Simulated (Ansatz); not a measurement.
The starting structures come from a database of crystals and need not be the phases stable at ambient conditions.

Consider the following.

```yaml
crystal:
  lattice:
    - [6.40008, 0.00000, 0.00000]
    - [0.00000, 8.41456, 0.00000]
    - [3.20004, 0.00000, 5.54263]
  atoms:
    - { symbol: Tl, position: [0.33333, 0.68309, 0.33333] }
    - { symbol: Tl, position: [0.66667, 0.31691, 0.66667] }
    - { symbol: Tl, position: [0.00000, 0.50000, 0.00000] }
    - { symbol: Tl, position: [0.00000, 0.00000, 0.00000] }
    - { symbol: Mo, position: [0.66667, 0.80765, 0.66667] }
    - { symbol: Mo, position: [0.33333, 0.19235, 0.33333] }
    - { symbol: O, position: [0.63496, 0.26538, 0.18252] }
    - { symbol: O, position: [0.36504, 0.73462, 0.81748] }
    - { symbol: O, position: [0.18252, 0.26538, 0.63496] }
    - { symbol: O, position: [0.81748, 0.73462, 0.36504] }
    - { symbol: O, position: [0.18252, 0.26538, 0.18252] }
    - { symbol: O, position: [0.81748, 0.73462, 0.81748] }
    - { symbol: O, position: [0.66667, 0.01884, 0.66667] }
    - { symbol: O, position: [0.33333, 0.98116, 0.33333] }
```

Space group of this cell: P-3m1. The cell was relaxed by PBE-D3(BJ); by r2SCAN its mean pressure is -2.7 GPa.

Transport runs along the normal of the first two printed cell vectors, the (100) plane of the conventional cell.

The gap is the functional's own, uncorrected, and κ follows it; spin-orbit coupling is left out. Mid-gap values are interpolated between the computed energies.

### Question
Estimate the band gap and the smallest decay constant κ at mid-gap that Ansatz (a program for electronic structure) with r2SCAN returns for this system.

### Answer
Gap 3.61 eV on a 6×4×6 mesh; κ = 0.390 1/Å, at (0.000, 0.250) of the in-plane reciprocal vectors. At the zone centre, at the nearest computed energy, the slowest state has κ = 0.40 1/Å.
